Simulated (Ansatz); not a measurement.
# A computed series for hypothetical Pm-3n SrB3C3: response to strain

Start from SrB$_{3}$C$_{3}$ (space group Pm-3n, No. 223; a hypothetical phase, not in the database extracts checked).

```
CELL_PARAMETERS angstrom
      4.87913     0.00000     0.00000
      0.00000     4.87913     0.00000
      0.00000     0.00000     4.87913
ATOMIC_POSITIONS crystal
  Sr 0.50000 0.50000 0.50000
  Sr 0.00000 0.00000 0.00000
  B  0.25000 0.00000 0.50000
  B  0.50000 0.25000 0.00000
  B  0.50000 0.75000 0.00000
  B  0.75000 0.00000 0.50000
  B  0.00000 0.50000 0.75000
  B  0.00000 0.50000 0.25000
  C  0.25000 0.50000 0.00000
  C  0.00000 0.25000 0.50000
  C  0.00000 0.75000 0.50000
  C  0.75000 0.50000 0.00000
  C  0.50000 0.00000 0.75000
  C  0.50000 0.00000 0.25000
```

Cartesian axes are those of the cell as printed.

Strains are applied to the cell and any free atomic positions relax; under stress the whole cell relaxes.

Level of theory: PBE/PAW in Ansatz (an electronic-structure program), without spin-orbit coupling.

Notes on the quantities. energy relative to the base: free energy F.

| case | volume per atom | energy relative to the base |
|---|---|---|
| base | 8.30 Å³ | 0 meV/atom |
| isotropic strain +0.95 % | 8.54 Å³ | … |
| uniaxial strain ε_xx = −1.74 % | 8.15 Å³ | +3.0 meV/atom |
| uniaxial stress, 1 GPa tension along x | 8.31 Å³ | +0.1 meV/atom |
| uniaxial stress, 8 GPa compression along z | 8.20 Å³ | +4.5 meV/atom |

Question: Some entries are withheld; estimate them.

Answer: 
- isotropic strain +0.95 %, energy relative to the base: +4.6 meV/atom

Without a gap, meshes like the base's 8×8×8 leave anisotropic stresses uncertain by several tenths of a GPa, and small strain energies with them. Stability under load was not tested beyond the relaxation. The final runs are not spin-polarised.
